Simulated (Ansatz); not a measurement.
The starting structures come from a database of crystals and need not be the phases stable at ambient conditions.

By PBEsol, the system below comes out a metal.

Without scattering a metal conducts by its projected Fermi surface.

Given:

```
CELL_PARAMETERS angstrom
      2.97809     0.00000     0.00000
      0.00000     4.99103     0.00000
     -1.39168     0.00000     2.52038
ATOMIC_POSITIONS crystal
  Au 0.66934 0.25000 0.33467
  Au 0.33066 0.75000 0.66533
```

Space group of this cell: Cmcm. The cell is strained (all lengths scaled by 1.02); by PBEsol its mean pressure is -12.2 GPa.

The current flows along the normal of the first two printed cell vectors. No spin-orbit coupling; the value is a mean over 0.1 eV about the Fermi level.

Problem. Predict the ballistic conductance per area from PBEsol (Ansatz, a program for electronic structure).

Solution. 0.82 × 10¹⁵ S/m² for both spins.
